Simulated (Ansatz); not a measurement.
This Ansatz (a first-principles code) input is the reference run, CuI in the zinc blende structure (space group F-43m, No. 216), computed with Ansatz, r2SCAN, PAW, cutoff 500 eV, spin-orbit coupling left out:

Ansatz 0.2 input:
```yaml
crystal:
  lattice:
    - [0, 3.0115127162, 3.0115127162]
    - [3.0115127162, 0, 3.0115127162]
    - [3.0115127162, 3.0115127162, 0]
  atoms:
    - { symbol: I, position: [0.75, 0.75, 0.75] }
    - { symbol: Cu, position: [0, 0, 0] }
basis: { ecutwfc: 500, ecutrho_ratio: 4, xc_grid: 4, fft_grid_basis: typed }
kpoints: { mp_grid: { grid: [10, 10, 10] } }
hamiltonian:
  xc: r2scan
  dispersion: none
  pseudopotentials: { kind: paw }
scf: { occupations: { method: fermi_dirac, width: 0.05 }, convergence: { dr2_threshold: 0.0000000002 } }
output: { forces: true, stress: true }
```

Question: Write the input for this change: strain tensor (xx, yy, zz, yz, xz, xy) = (+1.07, −1.40, −0.92, −0.17, −0.68, +1.23) %, atoms relaxed at fixed cell.

Answer: 
Ansatz 0.2 input:
```yaml
crystal:
  lattice:
    - [0.0167138956, 2.9643825422, 2.9788378032]
    - [3.0234081914, 0.0320726104, 2.9634790884]
    - [3.0807775087, 3.0063931446, -0.0252967068]
  atoms:
    - { symbol: I, position: [0.75, 0.75, 0.75] }
    - { symbol: Cu, position: [0, 0, 0] }
basis: { ecutwfc: 500, ecutrho_ratio: 4, xc_grid: 4, fft_grid_basis: typed }
kpoints: { mp_grid: { grid: [10, 10, 10] } }
hamiltonian:
  xc: r2scan
  dispersion: none
  pseudopotentials: { kind: paw }
scf: { occupations: { method: fermi_dirac, width: 0.05 }, convergence: { dr2_threshold: 0.0000000002 } }
relax: { f_tol: 0.005, max_steps: 50 }
output: { forces: true, stress: true }
checkpoint: { write: state.ck, write_every: 1000 }
```
This is the input that was run.

No phonon test of stability was made. All final runs are without spin polarisation.
